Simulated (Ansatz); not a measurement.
An Ansatz (a program for electronic structure) input (Ansatz r2SCAN, spin-orbit coupling left out):

Ansatz 0.2 input:
```yaml
crystal:
  lattice:
    - [0, 4.6581667454, 4.6581667454]
    - [4.6581667454, 0, 4.6581667454]
    - [4.6581667454, 4.6581667454, 0]
  atoms:
    - { symbol: Rb, position: [0.75, 0.75, 0.75] }
    - { symbol: Rb, position: [0.25, 0.25, 0.25] }
    - { symbol: Rb, position: [0.5, 0.5, 0.5] }
    - { symbol: As, position: [0, 0, 0] }
    - { symbol: F, position: [0.7802456036, 0.2197543964, 0.2197543964] }
    - { symbol: F, position: [0.2197543964, 0.7802456036, 0.7802456036] }
    - { symbol: F, position: [0.2197543964, 0.7802456036, 0.2197543964] }
    - { symbol: F, position: [0.7802456036, 0.2197543964, 0.7802456036] }
    - { symbol: F, position: [0.2197543964, 0.2197543964, 0.7802456036] }
    - { symbol: F, position: [0.7802456036, 0.7802456036, 0.2197543964] }
basis: { ecutwfc: 500, ecutrho_ratio: 4, xc_grid: 4, fft_grid_basis: typed }
kpoints: { mp_grid: { grid: [6, 6, 6] } }
hamiltonian:
  xc: r2scan
  dispersion: none
  pseudopotentials: { kind: paw }
scf: { occupations: { method: fermi_dirac, width: 0.05 }, convergence: { dr2_threshold: 0.000000001 } }
output: { forces: true, stress: true }
```

Problem. Which symmetry and how many k-points will the program report, and about how many plane waves at Γ?

Solution. Space group Fm-3m (ITA 225) with 48 operations, k-points 16 of 216, and 5065 plane waves at Γ.

Stability against distortions was not tested. The cell is Rb3AsF6 (space group Fm-3m, No. 225; a cell from a computed database, its experimental status unchecked).
